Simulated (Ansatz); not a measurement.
## Effect of In → Be on Ti3InN

The reference is Ti$_{3}$InN in the anti-perovskite structure (space group Pm-3m, No. 221; a = 4.150 Å; a cell from a computed database, its experimental status unchecked).

Now apply this change: every In is replaced by Be, then cell and atoms are relaxed.

All numbers come from PBEsol (Ansatz, a quantum-chemistry and plane-wave program; PAW; 420 eV plane waves; no SOC). Γ-centred 12×12×12 mesh, Fermi–Dirac width 0.05 eV, for the changed cell.

```tsv
quantity	base	changed	shift
volume per atom	14.29 Å³	12.91 Å³	-1.38 Å³
density	6.33 g/cm³	4.29 g/cm³	-2.04 g/cm³
lattice parameter a	4.150 Å	4.011 Å	-0.1383 Å
shortest interatomic distance	2.075 Å	2.006 Å	-0.069 Å
band gap	zero	zero	–
```

Cost of the whole job for the changed cell (relaxation, final SCF and bands): about 40 core-seconds (a rough figure).

Whether these cells are dynamically stable was not tested. As relaxed here, Ti3BeN is a hypothetical phase, not in the database extracts checked. All final runs are without spin polarisation. An odd electron count without spin: Ti3BeN. The zero or small gap of Ti3InN can change with the level of theory.
